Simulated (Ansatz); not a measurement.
What x(B) = 0.25, 8 atoms, C2/m does to YN

Base system: YN in the rock salt structure (space group Fm-3m, No. 225; a = 4.9058 Å).

The other end (x = 1) is YB in the rock salt structure (space group Fm-3m, No. 225; a hypothetical phase, not in the database extracts checked): 19.13 Å³/atom, gap zero; this end may not be an ambient phase.

Perturbation: B replaces 25.0 % of the N, ordered in a cell of 8 atoms (starting symmetry C2/m) and fully relaxed.

Computed with plane-wave PAW DFT at the PBE level (Ansatz, a program for electronic structure, 420 eV), no SOC. Γ-centred 14×14×8 mesh, Fermi–Dirac width 0.05 eV, for the changed cell.

```json
[
 {"quantity": "volume per atom", "base": "14.76 Å³", "changed": "15.72 Å³", "shift": "+0.96 Å³"},
 {"quantity": "density", "base": "5.79 g/cm³", "changed": "5.39 g/cm³", "shift": "-0.40 g/cm³"},
 {"quantity": "shortest interatomic distance", "base": "2.453 Å", "changed": "2.390 Å", "shift": "-0.063 Å"},
 {"quantity": "band gap", "base": "0.21 eV", "changed": "zero", "shift": "–"},
 {"quantity": "mixing energy (to 0.01 eV only: unlike meshes or grids) (against an end that may be hypothetical)", "base": "–", "changed": "+0.08 eV/atom", "shift": "–"},
 {"quantity": "deviation of the volume from the linear (Vegard-type) interpolation", "base": "–", "changed": "-0.8 %", "shift": "–"},
 {"quantity": "mean first-shell distances", "base": "–", "changed": "N–Y 2.476 Å (end compound 2.453 Å), B–Y 2.602 Å (end compound 2.675 Å)", "shift": "–"}
]
```

Final structure:

```
CELL_PARAMETERS angstrom
      5.90110    -1.74819     0.00000
      5.90110     1.74819     0.00000
     -1.13120     0.00000     6.09611
ATOMIC_POSITIONS crystal
  N  0.74756 0.74756 0.74203
  N  0.25244 0.25244 0.25797
  B  0.50000 0.50000 0.00000
  N  0.00000 0.00000 0.50000
  Y  0.62477 0.62477 0.38595
  Y  0.13529 0.13529 0.86095
  Y  0.37523 0.37523 0.61405
  Y  0.86471 0.86471 0.13905
```

Each cell is one ordered arrangement of few atoms, which overstates ordering effects compared with a random alloy. Whether these cells are dynamically stable was not tested. All final runs are without spin polarisation. YB has a high density of states at the Fermi level and may be magnetic at this level. A zero or small gap of YN can be the functional's error rather than a property of the material.
